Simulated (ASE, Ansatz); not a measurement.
One thermal frame of ZrO2 (fluorite type), a model cell with Sc and charge-balancing vacancies on random sites, cell Zr26Sc6O61, started from the crystal [in the CHGNet run: it stayed crystalline; mean temperature 1213 K (target 1200 K); density 5.20 g/cm³, volume +10 % from the start crystal's; mean pressure 0.9 GPa against a target of 0], 1200 K, computed in Ansatz (plane waves, PAW) at several levels on the same positions and k-sampling (Γ only); no spin polarisation or spin-orbit coupling.

Warnings of the HSE06 run: stress exchange threshold loose, stress scf threshold loose. 

The frame comes from MD with CHGNet (ASE). The base level is PBE (cutoff 420 eV), whose static pressure on this k-sampling is -2.6 GPa. On the run's last frame a denser k-mesh moved the forces by 0.019 eV/Å rms, the static pressure by -0.04 GPa and the free energy by -3 meV/atom, which is about how far such values are converged. That check is the base level's; hybrids converge more slowly with the size of the cell. Differences between levels on one k-sampling err less than the absolute values. Cutoffs of the other levels: 500 eV for r2SCAN, the files' default (420 eV for most) otherwise. Volume per atom 12.43 Å³.

| level | static pressure less the base's (GPa) | rms force change from the base (eV/Å) | gap at the supercell's Γ (eV) | cost |
|---|---|---|---|---|
| PBE | 0 | 0 | 2.27 | (base) |
| r2SCAN | -3.6 | 0.06 | 2.61 | around 90 core-seconds (rough) |
| HSE06 | -5.6 | 0.13 | 3.61 | roughly 15 core-minutes |
| PBEsol | -5.9 | 0.06 | 2.24 | about 30 core-seconds (a rough figure) |
| LDA | -10.7 | 0.10 | 2.20 | around 30 core-seconds (rough) |

Ansatz is a first-principles code.
